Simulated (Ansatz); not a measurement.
Where the default PAW files enter, the runs use the earlier of Ansatz's two default sets.

Data:

```yaml
crystal:
  lattice:
    - [4.81823, 0.00000, 0.00000]
    - [-2.40911, 4.17271, 0.00000]
    - [0.00000, 0.00000, 5.32300]
  atoms:
    - { symbol: Si, position: [0.53120, 0.53120, 0.33333] }
    - { symbol: Si, position: [0.46880, 0.00000, 0.00000] }
    - { symbol: Si, position: [0.00000, 0.46880, 0.66667] }
    - { symbol: O, position: [0.26856, 0.41310, 0.54782] }
    - { symbol: O, position: [0.58690, 0.85546, 0.21449] }
    - { symbol: O, position: [0.14454, 0.73144, 0.88115] }
    - { symbol: O, position: [0.85546, 0.58690, 0.45218] }
    - { symbol: O, position: [0.73144, 0.14454, 0.78551] }
    - { symbol: O, position: [0.41310, 0.26856, 0.11885] }
```

Space group of this cell: P3_221. The cell is strained (all lengths scaled by 0.98); by r2SCAN its mean pressure is 13.9 GPa.

Transport runs along the normal of the first two printed cell vectors, the (001) plane of the conventional cell.

The gap is the functional's own. No spin-orbit coupling. Mid-gap values are interpolated on the energy grid.

Problem. Predict the band gap and the smallest decay constant κ at mid-gap from Ansatz (a program for electronic structure) with r2SCAN.

Solution. Gap 7.01 eV on a 12×12×6 mesh; κ = 0.536 1/Å, at the zone centre.
